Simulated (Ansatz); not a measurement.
BaSO4 (F-43m, No. 216, 6 atoms in the cell; start mp-3307; a measured phase of this formula has another space group), treated with PBEsol (plane waves, PAW; Ansatz, a program for electronic structure).

Numerical settings: plane-wave cutoff 500 eV, 10×10×10 k mesh, gaussian smearing 0.02 eV, scalar-relativistic PAW data made under PBE.

Cell (relaxed at this level):

Space group F-43m (No. 216); a = b = c = 7.251 Å, α = β = γ = 90.00°

| atom | site | symmetry | x | y | z |
|---|---|---|---|---|---|
| Ba | 4b | -43m | 0.5000 | 0.5000 | 0.5000 |
| S | 4a | -43m | 0.0000 | 0.0000 | 0.0000 |
| O | 16e | .3m | 0.8816 | 0.8816 | 0.8816 |
(The calculation used a cell of 6 atoms; values per cell refer to that cell.)

What does this level give for the band gap?


- band gap = 4.53 eV (on the SCF k mesh)

Note: the relaxation could not lower the start's symmetry, so the cell can be a saddle point above a distorted one.

Spin–orbit coupling is not included.

Static lattice: no zero-point or thermal effects.

A start named mp-… is a Materials Project structure, which need not be a measured phase.
